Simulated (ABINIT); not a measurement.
Worked example: self-consistent single point of Br (Cmce, 4 atoms in the cell) in ABINIT.

Level of theory: LDA (PW92), PAW (JTH v2.0 LDA PAW) (plane waves; ABINIT 10.0.3).

```
Br
1.0
    2.28883    -3.40770     0.00000
    2.28883     3.40770     0.00000
    0.00000     0.00000     8.91010
Br
4
Direct
  0.86100   0.86100   0.88900
  0.63900   0.63900   0.38900
  0.36100   0.36100   0.61100
  0.13900   0.13900   0.11100
```

Reference input (self-consistent single point, DFT, PBE, plane waves, PAW (JTH v2.0 PBE PAW)): pseudos = [Br.GGA_PBE-JTH.xml]; ecut = 40 Ry; pawecutdg = 80 Ry; occopt = 3; tsmear = 0.02 eV; ngkpt = 5 5 2; nshiftk = 1; shiftk = 0 0 0; potentials = JTH v2.0 PBE PAW; nband = 19; kptopt = 1; nstep = 80. This run's input differs from it in these lines:

```diff
@@ -1,4 +1,4 @@
-# Br, JTH v2.0 PBE PAW
+# Br, JTH v2.0 LDA PAW
 pp_dirpath "./"
-pseudos "Br.GGA_PBE-JTH.xml"
+pseudos "Br.LDA_PW-JTH.xml"
 acell 3*1.0
```

Its files differ too (potentials: JTH v2.0 PBE PAW → JTH v2.0 LDA PAW).

Output (repeated stretches shortened):

```
--- !BeginCycle
solver: {iscf: 17, nstep: 80, nline: 4, wfoptalg: 10, }
tolerances: {tolvrs: 1.00E-11, }
...

     iter   Etot(hartree)      deltaE(h)  residm     nres2
 ETOT  1  -54.769708694017    -5.477E+01 1.426E-02 5.716E+00
 ETOT  2  -54.791493140910    -2.178E-02 3.743E-03 5.099E-01
 ETOT  3  -54.789663003030     1.830E-03 1.167E-04 1.221E-02
 ETOT  4  -54.789648123497     1.488E-05 1.226E-04 2.281E-03
 ETOT  5  -54.789646706135     1.417E-06 1.890E-05 2.060E-04
   [... 3 lines left out ...]
 ETOT  9  -54.789646968652    -2.313E-10 9.005E-06 8.766E-09
 ETOT 10  -54.789646968690    -3.796E-11 5.804E-06 5.691E-10
 ETOT 11  -54.789646968692    -2.657E-12 7.426E-06 4.087E-11
 ETOT 12  -54.789646968693    -5.684E-13 4.673E-06 1.605E-12
 At SCF step   12       nres2   =  1.61E-12 < tolvrs=  1.00E-11 =>converged.

 Cartesian components of stress tensor (hartree/bohr^3)
  sigma(1 1)=  1.14256257E-04  sigma(3 2)=  0.00000000E+00
  sigma(2 2)=  3.58117987E-05  sigma(3 1)=  0.00000000E+00
  sigma(3 3)=  1.43847288E-04  sigma(2 1)=  0.00000000E+00

 ----iterations are completed or convergence reached----

 reduced coordinates (array xred) for    4 atoms
       0.861000000000      0.861000000000      0.889000000000
       0.639000000000      0.639000000000      0.389000000000
       0.361000000000      0.361000000000      0.611000000000
       0.139000000000      0.139000000000      0.111000000000
 cartesian forces (eV/Angstrom) at end:
    1      0.13970035169403    -0.00000000000000    -0.04994369996617
   [... lines left out ...]
 Fermi (or HOMO) energy (hartree) =  -0.06161   Average Vxc (hartree)=  -0.31253
   [... lines left out ...]
'-kT*entropy'       :  8.78075046472935E-16
total_energy        : -5.47896469852771E+01
total_energy_eV     : -1.49090211567027E+03
...

-Cartesian components of stress tensor (GPa)         [Pressure= -2.8824E+00 GPa]
- sigma(1 1)=  3.36153457E+00  sigma(3 2)=  0.00000000E+00
- sigma(2 2)=  1.05361932E+00  sigma(3 1)=  0.00000000E+00
- sigma(3 3)=  4.23213262E+00  sigma(2 1)=  0.00000000E+00

 Calculation completed.
```

The run converged in 12 iterations. 

The starting cell has typed, rounded lattice constants, without a prior relaxation at this level. Its lattice was rescaled by a random factor within 2.5 % of one.

These are the values that this program gave, and no reference: the one-centre exchange-correlation terms come from a truncated expansion.

Cost on one core of a shared machine: roughly 40 s.
